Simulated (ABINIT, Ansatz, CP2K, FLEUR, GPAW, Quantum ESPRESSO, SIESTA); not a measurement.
# BN (P6_3/mmc, 4 atoms in the cell) computed with different codes at matched settings

Self-consistent single point, at a second geometry (lattice scaled by 0.98). First geometry:

```xyz
4
Lattice="2.4726 0.0000 0.0000 -1.2363 2.1414 0.0000 0.0000 0.0000 7.2838" Properties=species:S:1:pos:R:3 pbc="T T T"
B      1.2363     0.7138     5.4629
B      0.0000     1.4276     1.8210
N      0.0000     0.0000     5.4629
N      0.0000     0.0000     1.8210
```

Shared settings, as Ansatz (a first-principles code) writes them: kpoints.mp_grid.grid = 10 10 3; scf.occupations.method = fermi_dirac; scf.occupations.width = 0.01 eV. Potentials and cutoffs stand in the table.

```tsv
code	model	ΔF from the first geometry (meV/atom)	pressure (GPa)	cutoff
SIESTA	GGA PBE, numerical atomic orbitals DZP, PseudoDojo PBE standard norm-conserving potentials (rewritten from UPF to PSML)	80.1	31.79	grid 400 Ry
Quantum ESPRESSO	PBE, SSSP 1.1.2 efficiency (PBE) pseudopotentials	66.2	27.42	45 Ry
CP2K	PBE, GPW, DZVP-MOLOPT-PBE-GTH basis, GTH-PBE potentials (POTENTIAL_UZH)	69.6	28.49	grid 400 Ry
ABINIT	PBE, PAW (JTH v2.0 PBE PAW)	70.3	28.64	52 Ry
FLEUR	PBE, all-electron FLAPW (FLEUR), scalar-relativistic valence	74.8	–	Kmax 4.7 1/bohr
GPAW	PBE, GPAW PAW datasets PBE (gpaw-data 1.0.1)	70.1	–	900 eV
Ansatz	PBE, PAW files	68.6	27.92	420 eV
```

A dash marks a value that a program does not give, or that is left out as unsure.

The spread over the programs that give each value: ΔF from the first geometry within 13.9 meV/atom; pressure within 4.37 GPa.

SIESTA and CP2K use small atom-centred bases, whose incompleteness enters pressures, forces and empty levels differently from a plane-wave cutoff. FLEUR treats all electrons, but the usual bases taken here (sphere radii, linearisation, local orbitals, empty states) were not tested for convergence, so the values are no reference for the others. Ansatz's pressure is given at a fixed set of plane waves, as the other plane-wave codes print theirs; with its correction for the finite basis it is 28.24 GPa (the shift of 0.32 GPa shows how far the cutoff is from converged). The pressure of GPAW is left out: its cutoff lies under the one at which its stress was checked. In the pressure, SIESTA (by 3.88) lies more than 1 GPa from the median of the plane-wave programs.

This mesh misses zone-boundary points where a band edge of such crystals can lie, so no gaps are given.

The starting cell comes from a database of computed structures (which also holds hypothetical and non-ambient phases and stackings), without a prior relaxation at this level. Its lattice was rescaled by a random factor within 2.5 % of one. For this run, on top of that: lattice scaled by 0.98.

Keys are those of Ansatz 0.2.
